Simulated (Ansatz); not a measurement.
Results of r²SCAN+rVV10 in Ansatz (PAW) for BN (model structure, started from the BeO type, P4₂/mnm, No. 136, 8 atoms in the cell).

Settings: plane-wave cutoff 560 eV, 8×8×14 k mesh (along the axes of the cell as run), Fermi–Dirac smearing 0.01 eV, scalar-relativistic PAW data made under PBE.

Cell (relaxed at this level):

```
BN
1.0
    4.39832     0.00000     0.00000
    0.00000     4.39832     0.00000
    0.00000     0.00000     2.53741
B N
4 4
Direct
  0.32582   0.67418   0.00000
  0.67418   0.32582   0.00000
  0.82582   0.82582   0.50000
  0.17418   0.17418   0.50000
  0.31219   0.31219   0.00000
  0.68781   0.68781   0.00000
  0.18781   0.81219   0.50000
  0.81219   0.18781   0.50000
```

Question: What does this level give for the band gap and direct gap at Γ?

Answer: 
- band gap = 5.31 eV (on the SCF k mesh)
- direct gap at Γ = 7.69 eV

Note: the relaxation could raise the start's symmetry but not lower it, so the cell can be a saddle point.

Computed values are for the static lattice.

It cost around 110 core-seconds (rough) of CPU time.

A model structure was made by putting elements into a prototype or built by hand; it is no filed structure, need not be a known phase, and can be a saddle point held by its symmetry.

Ansatz is a quantum-chemistry and plane-wave program.
